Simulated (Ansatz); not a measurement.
The parent structure is BAs (space group P6_422, No. 181; a = 3.4290 Å, c = 7.4031 Å; a hypothetical phase, not in the database extracts checked).

It is then changed as follows: cell and atoms relaxed at a pressure of 1.5 GPa.

Levels (all Ansatz, an electronic-structure program, PAW): PBEsol (420 eV, spin-orbit coupling left out); PBEsol+SOC (420 eV, noncollinear with spin-orbit coupling).

The geometry is relaxed with PBEsol.

| Property | Result |
|---|---|
| PBEsol valence-band top at Γ | 0.00, -0.96, -1.27 eV |
| PBEsol lowest conduction level above the VBM at special points | M 0.28 eV; K 0.71 eV; L 1.74 eV; A 1.94 eV |
| PBEsol hole mass | 0.21 mₑ along c, 0.41 mₑ across (at Γ) |
| PBEsol pressure | 1.50 GPa |

Task: How does going to PBEsol+SOC change the valence-band top at Γ, lowest conduction level above the VBM at special points, hole mass and pressure?

Result: The valence-band top at Γ (three highest Kramers pairs, from the VBM) goes from 0.00, -0.96, -1.27 eV to 0.00, -0.96, -1.21 eV; the lowest conduction level above the VBM at special points stays M 0.28 eV; K 0.71 eV; L 1.74 eV; A 1.94 eV; the hole mass changes from 0.21 mₑ along c, 0.41 mₑ across (at Γ) to 0.21 mₑ along c, 0.40 mₑ across (at Γ); the pressure is nearly the same (1.50 GPa against 1.49 GPa).

Single points use the geometry relaxed with PBEsol. The spin-orbit shifts are approximate. The levels and masses belong to the bands next to the band gap. Load acts through the strain it causes; cell and atoms are relaxed under it. Effective masses come from finite differences of ±0.01 Å⁻¹. Whether these cells are dynamically stable was not tested. The base started in P3_121 and relaxed to P6_422 at this level.
